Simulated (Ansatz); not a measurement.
An Ansatz (a quantum-chemistry and plane-wave program) input (PBEsol (Ansatz; PAW; 420 eV plane waves; without spin-orbit coupling)):

Ansatz 0.2 input:
```yaml
crystal:
  lattice:
    - [3.1560919328, -3.165009037, 0]
    - [3.1560919328, 3.165009037, 0]
    - [0, 0, 6.319304879]
  atoms:
    - { symbol: Ir, position: [0, 0, 0.7494872981] }
    - { symbol: Ir, position: [0, 0, 0.2505127019] }
    - { symbol: Os, position: [0.5, 0.5, 0] }
    - { symbol: Ir, position: [0.5, 0.5, 0.5] }
    - { symbol: O, position: [0.6893419226, 0.3106580774, 0.7527272543] }
    - { symbol: O, position: [0.6893419226, 0.3106580774, 0.2472727457] }
    - { symbol: O, position: [0.8049945427, 0.8049945427, 0] }
    - { symbol: O, position: [0.8088725202, 0.8088725202, 0.5] }
    - { symbol: O, position: [0.1950054573, 0.1950054573, 0] }
    - { symbol: O, position: [0.1911274798, 0.1911274798, 0.5] }
    - { symbol: O, position: [0.3106580774, 0.6893419226, 0.7527272543] }
    - { symbol: O, position: [0.3106580774, 0.6893419226, 0.2472727457] }
basis: { ecutwfc: 420, ecutrho_ratio: 4, xc_grid: 2, fft_grid_basis: typed }
kpoints: { mp_grid: { grid: [11, 11, 8] } }
hamiltonian:
  xc: pbesol
  dispersion: none
  pseudopotentials: { kind: paw }
scf: { occupations: { method: fermi_dirac, width: 0.05 }, convergence: { dr2_threshold: 0.0000000012 } }
output: { forces: true, stress: true }
checkpoint: { write: state.ck, write_every: 1000 }
```

Task: Which symmetry and how many k-points will the program report, and about how many plane waves at Γ?

Result: Space group Cmmm (ITA 65) with 8 operations, k-points 180 of 968, and 2477 plane waves at Γ.

These are small ordered cells, not random alloys; other orderings at the same x differ. Whether these cells are dynamically stable was not tested. No Hubbard U is applied, and correlation can decide whether such a compound is a metal. The final runs are not spin-polarised. An odd electron count without spin: OsIr3O8. The cell was made from IrO2 by this change: x(Os) = 0.25, 12 atoms, Cmmm.
